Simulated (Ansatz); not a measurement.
Consider LiNbO₃ (space group R3c, No. 161; a = 5.0675 Å, c = 13.6873 Å (hexagonal axes)).

Method: Ansatz (a quantum-chemistry and plane-wave program) LDA, no spin-orbit coupling.

Base values:

| Property | Result |
|---|---|
| Pressure | 0.0 kbar |

Now apply this change: the cell is scaled by 1.0150 in all directions; the atoms relax in the strained cell.

Q: What happens to the energy relative to the base?

A: The energy grows by 7.7 meV/atom.

Q: How does this affect the largest internal atomic displacement?

A: The largest internal atomic displacement comes out as 0.047 Å.

Q: How does this affect the pressure?

A: The pressure (mean of the normal stresses, compression positive) goes from zero to -50.9 kbar.

No phonon test of stability was made.
